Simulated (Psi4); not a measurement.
Psi4 1.11, WB97X/def2-svp: W(O)(NMe)(F)(Me) (C[N]=[W]([CH3])(=[O])[F]), 12 atoms. The geometry is a generated start, not checked to be a minimum at this level.

| Quantity | Result |
|---|---|
| task | energy |
| method | wb97x |
| basis | def2-svp |
| memory | 3 GB |
| maxiter | 100 |
| keys of the molecule block | symmetry c1 |
| scf_type | df (default) |
| guess | auto, which took SAD (default) |
| scf_initial_accelerator | adiis (default) |
| e_convergence | 1e-06 (default) |
| d_convergence | 1e-06 (default) |
| dft_radial_points | 75 (default) |
| dft_spherical_points | 302 (default) |
| effective core potentials | those of the basis set, past Kr |
| basis functions | 132 |
| grid points | 259382 |

```xyz
12

W      0.0483    -0.5178     1.0342
O      1.4784    -0.2235     1.8770
N      0.2956    -0.6967    -0.7290
C      0.9314    -0.8005    -2.0017
H      0.2823    -0.4180    -2.7992
H      1.8712    -0.2298    -2.0127
H      1.1560    -1.8488    -2.2305
F     -1.1538    -1.7908     1.7505
C     -1.0457     1.3821     1.2116
H     -0.4633     2.2410     1.5802
H     -1.8069     1.1612     1.9921
H     -1.5935     1.7416     0.3274
```

Charge 0 and multiplicity 1 are set for this test and not shown to be the ground state.

One run each on 2 threads. Values of diis_max_vecs tried: 3, 6, 10 (default), 20.

Task: Which value of diis_max_vecs needs the fewest SCF iterations, and what happens away from it?

Result: Fewest SCF iterations, within one of each other: 10 (default) with 12, 20 with 12. The count rises to 19 at 3. All converge to one solution.

| diis_max_vecs | SCF iterations | end |
|---|---|---|
| 3 | 19 | same solution |
| 6 | 14 | same solution |
| 10 (default) | 12 | same solution |
| 20 | 12 | same solution |
